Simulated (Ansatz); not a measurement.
The reference is CdTe in the zinc blende structure (space group F-43m, No. 216; a = 6.4892 Å).

The change: full substitution Cd → Be, then cell and atoms are relaxed.

Levels (all Ansatz, a first-principles code, PAW): PBEsol (420 eV, no spin-orbit coupling); PBEsol+SOC (420 eV, spin-orbit coupling included).

The geometry is relaxed with PBEsol.

| Property | Value |
|---|---|
| PBEsol valence-band top at Γ | 0.00, 0.00, 0.00 eV |
| PBEsol lowest conduction level above the VBM at special points | X 1.84 eV; K 2.61 eV; U 2.61 eV; L 3.08 eV |
| PBEsol pressure | 0.01 GPa |

With PBEsol+SOC at the same geometry, the valence-band top at Γ (three highest Kramers pairs, from the VBM) changes from 0.00, 0.00, 0.00 eV to 0.00, 0.00, -0.96 eV; the lowest conduction level above the VBM at special points becomes X 1.54 eV; K 2.30 eV; U 2.30 eV; L 2.79 eV (PBEsol: X 1.84 eV; K 2.61 eV; U 2.61 eV; L 3.08 eV); the pressure stays essentially unchanged (0.01 GPa against 0.02 GPa). The threefold valence maximum splits by Δso ≈ 0.96 eV.

Single points use the geometry relaxed with PBEsol. The spin-orbit shifts are approximate. With Te present, leaving out spin-orbit coupling can change the band edges. The levels and masses belong to the bands next to the band gap. Stability against distortions was not tested.
